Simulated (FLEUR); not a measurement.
**Equation of state of rock-salt PbSe (space group 225): energy against volume (FLEUR, LDA)**

```
CELL_PARAMETERS angstrom
      0.00000     2.94099     2.94099
      2.94099     0.00000     2.94099
      2.94099     2.94099     0.00000
ATOMIC_POSITIONS crystal
  Pb 0.00000 0.00000 0.00000
  Se 0.50000 0.50000 0.50000
```

Level of theory: LDA (Perdew-Zunger), all-electron FLAPW (FLEUR), scalar-relativistic valence run with FLEUR. Settings: Kmax = 4.45 1/bohr; GmaxXC = 17.8 1/bohr; xcFunctional = pz; jspins = 1; l_soc = F; mode = hist; fermiSmearingEnergy = 0.00036749 Htr; mesh (inpgen div1-3) = 9 9 9; inpgen gamma flag = false; Gmax = 17.8 1/bohr; numbands = 0; maxIterBroyd = 99; imix = Anderson; alpha = 0.05; precondParam = 0; minDistance = 1e-05 me/bohr^3. The cell above is the first row's. The rows scale it uniformly. In all rows fractional positions and the k mesh are held. E is the free energy at the stated smearing, counted from the lowest row.

| V (Å^3/atom) | E (meV/atom) |
|---|---|
| 25.438 | 49.34 |
| 25.991 | 28.88 |
| 26.544 | 14.28 |
| 27.097 | 4.94 |
| 27.650 | 0.35 |
| 28.203 | 0.00 |
| 28.756 | 3.45 |
| 29.309 | 10.32 |
| 29.862 | ? |

Taking the third-order Birch-Murnaghan form, a cubic in V^(-2/3) for E over the 8 complete rows: With u = V^(-2/3) - 0.110, the rows have u = 0.005614, 0.003968, 0.002380, 0.000846, -0.000637, -0.002071, -0.003460, -0.004804. Least squares gives E = 1.798 + 2896.4·u + 981693·u² + 1957041·u³. Residuals (row less fit): -0.005, 0.010, 0.001, -0.012, -0.001, 0.007, 0.002, -0.003; standard error 0.009 (degrees of freedom: 4). Its minimum lies at u = -0.001482, so V0 = (0.108518)^(-3/2) = 27.97. There d²E/du² = 1946000 and d³E/du³ = 1.174e7, so B0 = (4/9) × 27.97^(-7/3) × 1946000 × 0.160218 = 58.3 GPa (the last factor turns the table's units into GPa), and B0' = 4 + (2/3) × 0.108518 × (1.174e7)/1946000 = 4.4.

**Question.** Estimate the missing E (V = 29.862); what did the run itself give?

**Answer.** u = -0.006107, so E = 1.798 + 2896.4 × (-0.006107) + 981693 × (-0.006107)² + 1957041 × (-0.006107)³ = 20.277 meV/atom. The calculation gives 20.27 meV/atom, 0.007 meV/atom below the prediction (under 0.05 % of the range of E in the table). The row lies outside the fitted rows, so this is an extrapolation. From the scatter of the fitted rows alone, a prediction at this place has a standard error of 0.022 meV/atom, so the miss is 0.3 times that.

Carrying the step between the two nearest rows on in a straight line would have given 17.19, off by 3.08; series whose last step already gives the withheld value aren't shown. The scan was laid around a cell of about the measured size, scaled by a guess for this functional. The runs keep the symmetry of the cell, so they don't test it for distortions. Values depend on the basis (sphere radii, cutoffs, local orbitals), which need not be converged. Spin-orbit coupling is off. Cutoffs and mesh are single choices, not tested for convergence of this quantity. Series with a scatter that would blur these digits, or in which a gap closes, are not shown. Nor are scans whose minimum lies at an end fitted in this form.
